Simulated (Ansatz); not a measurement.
**Effect of pressure 0.9 GPa on HfSiO4**

The reference is HfSiO4 (space group I4_1/amd, No. 141; a = 6.582 Å, c = 5.966 Å).

Modification: cell and atoms relaxed at a pressure of 0.9 GPa.

All numbers come from Ansatz (an electronic-structure program), PBEsol, PAW, cutoff 420 eV, no spin-orbit coupling. k-mesh 6×6×6 (Γ-centred); smearing 0.05 eV (Fermi–Dirac).

```tsv
quantity	base	changed	shift
volume per atom	10.77 Å³	10.73 Å³	-0.04 Å³
lattice parameter a	6.582 Å	6.572 Å	-0.010 Å
c/a ratio	0.906	0.907	+0.001
enthalpy H = E + PV relative to the base's energy	–	+0.06 eV/atom	–
band gap (an upper bound: an edge found on the path is not a true extremum; both cells)	5.38 eV	5.40 eV	+0.02 eV
```

Cost of the whole job for the changed cell (relaxation, final SCF and bands): around 60 core-seconds (rough).

Spin-orbit coupling, missing from the scalar runs, can matter with Hf. Load acts through the strain it causes; cell and atoms are relaxed under it. Stability against distortions was not tested.
